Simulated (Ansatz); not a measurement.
Take MgTe in the wurtzite structure (space group P6_3mc, No. 186) as the base.

```
MgTe
1.0
    4.60858     0.00000     0.00000
   -2.30429     3.99115     0.00000
    0.00000     0.00000     7.50079
Mg Te
2 2
Direct
  0.66667   0.33333   0.00081
  0.33333   0.66667   0.50081
  0.66667   0.33333   0.62439
  0.33333   0.66667   0.12439
```

Computed with Ansatz (an electronic-structure program), PBE, PAW, cutoff 420 eV, scalar-relativistic without spin-orbit coupling, earlier PAW set.

Base values:

The pressure is -0.01 GPa.

It is then changed as follows: the cell is scaled by 1.0576 in all directions, atoms relaxed at fixed cell.

Estimate the effect on the pressure and energy relative to the base.

The pressure (mean of the normal stresses, compression positive) shrinks by 3.998 GPa to -4.00 GPa; the energy goes up by 91 meV/atom.

The cells carry an imposed strain or load. Stability against distortions was not tested.
